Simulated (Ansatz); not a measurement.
The starting structures come from a database of crystals and need not be the phases stable at ambient conditions.

## Evanescent states of SiO₂ (I-42d, not sure to be the ambient phase, 6 atoms a cell, 15.0 Å³ an atom) along the normal of (001)

Calculation: r2SCAN (plane waves, PAW; Ansatz, a first-principles code).

No gap correction and no spin-orbit coupling; mid-gap values are interpolated between computed energies.

Energies count from the valence-band top; κ is the least over a 6×6 mesh across the current.

| E (eV) | κ (1/Å) | where |
|---|---|---|
| 0.15 | 0.298 | Γ |
| 0.45 | 0.461 | Γ |
| 0.75 | 0.552 | Γ |
| 1.05 | 0.575 | Γ |
| 1.35 | 0.580 | Γ |
| 1.65 | 0.582 | Γ |
| 1.95 | 0.582 | Γ |
| 2.25 | 0.579 | Γ |
| 2.55 | 0.575 | Γ |
| 2.85 | 0.567 | Γ |
| 3.15 | 0.557 | Γ |
| 3.45 | 0.545 | Γ |
| 3.75 | 0.530 | Γ |
| 4.05 | 0.511 | Γ |
| 4.35 | 0.490 | Γ |
| 4.65 | 0.464 | Γ |
| 4.95 | 0.434 | Γ |
| 5.25 | 0.399 | Γ |
| 5.55 | 0.356 | Γ |
| 5.85 | 0.303 | Γ |
| 6.15 | 0.232 | Γ |
| 6.45 | 0.116 | Γ |

### Question
How thick must the barrier be to attenuate the transmission by 10^6 when the electrodes' Fermi level lies at 1.95 eV, and what attenuation does that film give at 4.05 eV?

### Answer
d = 6 ln 10 / (2 × 0.582) = 11.9 Å. At 4.05 eV it gives 6 × 0.511/0.582 = 5.3 decades.
